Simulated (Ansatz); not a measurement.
System: Ru (model structure, P-3m1, No. 164, 8 atoms in the cell). Method: PBEsol in Ansatz (PAW).

Settings: plane-wave cutoff 520 eV, 24×24×4 k mesh (along the axes of the cell as run), Fermi–Dirac smearing 0.05 eV, no spin polarisation, scalar-relativistic PAW data made under PBE.

Cell (relaxed at this level):

```cif
data_Ru8
_chemical_formula_sum 'Ru8'
_space_group_name_H-M_alt 'P-3m1'
_space_group_IT_number 164
_space_group_name_Hall '-P 3 2"'
_cell_length_a 2.67291
_cell_length_b 2.67291
_cell_length_c 17.28823
_cell_angle_alpha 90.000
_cell_angle_beta 90.000
_cell_angle_gamma 120.000
loop_
_atom_site_label
_atom_site_type_symbol
_atom_site_symmetry_multiplicity
_atom_site_Wyckoff_symbol
_atom_site_fract_x
_atom_site_fract_y
_atom_site_fract_z
_atom_site_occupancy
Ru1 Ru 2 c 0.00000 0.00000 0.31195 1
Ru2 Ru 2 d 0.66667 0.33333 0.18510 1
Ru3 Ru 2 d 0.33333 0.66667 0.06065 1
Ru4 Ru 2 d 0.33333 0.66667 0.43687 1
```

Task: Estimate the bulk modulus that the calculation returns.

Result: 
- bulk modulus = 342 GPa

Note: the run has no spin polarisation, so it can have missed a magnetic state; the bulk modulus is −V dP/dV from two relaxed cells at ±2 % in volume; the relaxation could raise the start's symmetry but not lower it, so the cell can be a saddle point.

Computed values are for the static lattice.

It cost roughly 5 core-minutes of CPU time.

A model structure was made by putting elements into a prototype or built by hand; it is no filed structure, need not be a known phase, and can be a saddle point held by its symmetry.

Ansatz is an electronic-structure program.
